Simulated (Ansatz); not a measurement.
**Short convergence ladders for CaC2 (I4/mmm, 3 atoms in the cell)**

```
CELL_PARAMETERS angstrom
     -1.94397     1.94397     3.21812
      1.94397    -1.94397     3.21812
      1.94397     1.94397    -3.21812
ATOMIC_POSITIONS crystal
  Ca 0.00000 0.00000 0.00000
  C  0.59789 0.59789 0.00000
  C  0.40211 0.40211 0.00000
```

Base method: LDA (PW92), default PAW files made with PBE (plane waves; Ansatz, a program for electronic structure).

Base settings: basis.ecutwfc = 420 eV; kpoints.mp_grid.grid = 9 9 9; hamiltonian.xc = lda; hamiltonian.pseudopotentials = {kind: paw} (the program's default PAW files); scf.occupations.method = fermi_dirac; scf.occupations.width = 0.05 eV.

Core times come from one kind of shared machine, to one figure; runs under 30 s give none.

**Zone-centre phonons against the mesh**

In this ladder: scf.occupations.method = fixed; scf.occupations.width = default; phonons.method = dfpt; phonons.dielectric = true; phonons.rigid_motions = translations.

Frequencies are those of the unrelaxed cell, without the LO-TO term of polar crystals.

Only quantities that move along the ladder and can be compared are tabulated.

```tsv
kpoints.mp_grid.grid	highest zone-centre frequency (cm⁻¹)	lowest optical frequency (cm⁻¹)	core time / last (rough)
3 3 3	1847.1	196.1	–
5 5 5	1844.8	200.8	0.1
7 7 7	1844.7	200.9	0.2
11 11 11	1844.7	200.9	0.5
14 14 14	1844.7	200.9	1
```

Coarsest kpoints.mp_grid.grid that holds the lowest optical frequency within 2 cm⁻¹ of the last step, with all finer ones: 5 5 5, at about 0.1 of the last step's time; the step before is off by 4.8 cm⁻¹.

Coarsest kpoints.mp_grid.grid that holds the highest zone-centre frequency within 2 cm⁻¹ of the last step, with all finer ones: 5 5 5, at about 0.1 of the last step's time; the step before is off by 2.4 cm⁻¹.

**The dielectric constant against the mesh**

In this ladder: scf.occupations.method = fixed; scf.occupations.width = default; dielectric = true; dielectric.field_mesh = kpoints.

Only quantities that move along the ladder and can be compared are tabulated.

```csv
kpoints.mp_grid.grid,largest Born charge (mean of the diagonal) (e),mean ε∞
3 3 3,2.266,3.840
4 4 4,2.259,3.969
5 5 5,2.258,4.018
7 7 7,2.258,4.041
11 11 11,2.258,4.045
18 18 18,2.258,4.045
```

Coarsest kpoints.mp_grid.grid that holds the mean ε∞ within 0.02 of the last step, with all finer ones: 7 7 7; the step before is off by 0.027.

Coarsest kpoints.mp_grid.grid that holds the largest Born charge (mean of the diagonal) within 0.005 e of the last step, with all finer ones: 4 4 4; the step before is off by 0.008 e.

On the base run: the starting cell comes from a database of computed structures (which also holds hypothetical and non-ambient phases and stackings), without a prior relaxation at this level. Its lattice was rescaled by up to half a per cent. In the base run, with a pressure of about -6 GPa the cell is away from its equilibrium volume at this level.

Keys are those of Ansatz 0.2.
